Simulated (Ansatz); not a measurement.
Start from NaF in the rock salt structure (space group Fm-3m, No. 225; a = 4.6291 Å). Axes: x, y, z lie along the cube axes.

Calculations: PBEsol (Ansatz, a quantum-chemistry and plane-wave program), no SOC.

For the base:

- Valence-band top at Γ: 0.00, 0.00, 0.00 eV
- Band gap: 6.20 eV

Now apply this change: a pure shear with ε_xy = ε_yx = 0.0057; the atoms relax in the strained cell.

Question: Estimate the effect on the valence-band top at Γ and band gap.

Answer: The valence-band top at Γ (three highest levels, from the VBM) becomes 0.00, -0.02, -0.03 eV (base: 0.00, 0.00, 0.00 eV); the band gap falls by 0.02 eV (6.20 eV → 6.18 eV).

Gaps are read on the SCF mesh and a high-symmetry path. No phonon test of stability was made.
